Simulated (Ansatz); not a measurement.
## MgB2: pressure 2.1 GPa

Consider MgB$_{2}$ (space group P6/mmm, No. 191; a = 3.074 Å, c = 3.528 Å).

Perturbation: a hydrostatic pressure of 2.1 GPa.

Level of theory: PBE/PAW in Ansatz (a program for electronic structure), no SOC. k-mesh 17×17×13 (Γ-centred); smearing 0.05 eV (Fermi–Dirac).

- Volume per atom = 9.49 Å³ (base 9.62 Å³)
- Density = 2.68 g/cm³ (base 2.64 g/cm³)
- Lattice parameter a = 3.063 Å (base 3.074 Å)
- c/a ratio = 1.144 (base 1.147)
- Shortest interatomic distance = 1.768 Å (base 1.775 Å)
- Enthalpy H = E + PV relative to the base's energy = +0.13 eV/atom
- Band gap = zero (base zero)

Final structure:

```xyz
3
Lattice="3.0629 0.0000 0.0000 -1.5315 2.6526 0.0000 0.0000 0.0000 3.5033" Properties=species:S:1:pos:R:3 pbc="T T T"
Mg     0.0000     0.0000     0.0000
B      1.5315     0.8842     1.7516
B      0.0000     1.7684     1.7516
```

Load acts through the strain it causes; cell and atoms are relaxed under it. Stability against distortions was not tested. All final runs are without spin polarisation.
